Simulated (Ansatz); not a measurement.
IrRhN2 (model structure, started from the PtCoO2 type, R-3m, No. 166, 4 atoms in the cell) was calculated with PBE (PAW; Ansatz, a quantum-chemistry and plane-wave program).

Excerpt of the program's output:

```
Relaxation: its limit of steps is 80 (relax.max_steps)
Crystal: 4 atoms, lattice volume = 47.491 Å³
Basis set: ecut = 520 eV, 1313 PW (Γ), FFT grids on a1−a3, a2−a3, a3, exchange–correlation on 48×48×100 points (8 copies of the dense FFT grid, shifted against one another)
Bands: 27, of which v1, the nominal top of the filled ones, is band 22 counted from 1 (21 counted from 0)
Symmetry: 12 space group operations
Space group: R-3m (ITA 166), of the structure as read, at distance tolerance 3.6e-5 Å
k-points: 1024 of 10648
Functional: x = pbe(κ = 0.804, μ = 0.2195149727645171), c = pbe(β = 0.06672455060314922)
SCF iter   1: F=—  HF=-19103.432392 eV  |F-HF|=—  |Δ(HF+E_count)|=         —  Δρ=1.41e-2  dr2=3.86e-2
SCF iter   2: F=—  HF=-19103.428039 eV  |F-HF|=—  |Δ(HF+E_count)|=   4.35e-3  Δρ=6.45e-3  dr2=1.05e-2
  ...
SCF 1 converged in 7 iterations: F = -19103.426092 eV  dr2 = 1.19e-8
Crystal: 4 atoms, lattice volume = 47.491 Å³
Initial density: handed on by an earlier stage of this run
SCF 2 converged in 6 iterations: F = -19103.429867 eV  dr2 = 2.34e-9
Crystal: 4 atoms, lattice volume = 47.491 Å³
Basis set: ecut = 520 eV, 1301 PW (Γ), FFT grids on a1−a3, a2−a3, a3, exchange–correlation on 48×48×100 points (8 copies of the dense FFT grid, shifted against one another)
SCF 3 converged in 6 iterations: F = -19103.430504 eV  dr2 = 3.25e-9
Crystal: 4 atoms, lattice volume = 47.491 Å³
SCF 4 converged in 6 iterations: F = -19103.430510 eV  dr2 = 3.16e-11
Crystal: 4 atoms, lattice volume = 47.491 Å³
SCF iter   8: F=-19103.430489 eV  HF=-19103.430489 eV  |F-HF|=0.00e0  |Δ(HF+E_count)|=  7.28e-12  Δρ=4.09e-9  dr2=2.82e-15
SCF iter   9: F=-19103.430489 eV  HF=-19103.430489 eV  |F-HF|=7.28e-12  |Δ(HF+E_count)|=  3.64e-12  Δρ=9.49e-10  dr2=2.47e-16
SCF 5 converged in 9 iterations: F = -19103.430489 eV  dr2 = 2.47e-16
SCF converged after 9 iterations
Free energy (F): -19103.430489 eV
Internal energy: -19103.397765 eV  (E = F + TS)
E sigma→0 (E₀):  -19103.414127 eV
Fermi energy:    16.116794 eV
--- Forces (eV/Å), atoms counted from 1 ---
  atom   1  Ir     0.00000000     0.00000000    -0.00000000
  atom   2  Rh     0.00000000     0.00000000    -0.00000000
  atom   3  N     -0.00000000    -0.00000000    -0.00136439
  atom   4  N      0.00000000     0.00000000     0.00136439
--- Stress (GPa, compression-positive) ---
       -3.606686       0.000000      -0.000000
        0.000000      -3.606686       0.000000
       -0.000000       0.000000      -3.584007
  P = ⅓ Tr σ = -3.5991 GPa (-35.991 kbar)
```

Q: Write an input file that could have produced this run (the log leaves some choices open).

A: Several could match; the one computed here: 
Ansatz 0.2 input:
```yaml
crystal:
  lattice:
    - [1.4750632965, 0.8516281913, 6.3008161725]
    - [-1.4750632965, 0.8516281913, 6.3008161725]
    - [0.0, -1.7032563826, 6.3008161725]
  atoms:
    - { symbol: Ir, position: [0.5, 0.5, 0.5] }
    - { symbol: Rh, position: [0.0, 0.0, 0.0] }
    - { symbol: N, position: [0.896644397, 0.896644397, 0.896644397] }
    - { symbol: N, position: [0.103355603, 0.103355603, 0.103355603] }
basis:
  ecutwfc: 520
  ecutrho_ratio: 4
  xc_grid: 2
kpoints:
  mp_grid: { grid: [22, 22, 22] }
hamiltonian:
  xc: pbe
  dispersion: none
  pseudopotentials: { kind: paw }
scf:
  occupations: { method: fermi_dirac, width: 0.05 }
output:
  forces: true
  stress: true
  eigenvalues: true
relax:
  f_tol: 0.004
  escape_saddle: false
  max_steps: 80
  cell: { stress_tol: 0.02, fix: [volume] }
```

The cell is one volume of an energy–volume scan, off the minimum.

Note: the run has no spin polarisation, so it can have missed a magnetic state. Note: the relaxation could raise the start's symmetry but not lower it, so the cell can be a saddle point.

Computing time: about 7 core-minutes (a rough figure).

A model structure was made by putting elements into a prototype or built by hand; it is no filed structure, need not be a known phase, and can be a saddle point held by its symmetry.
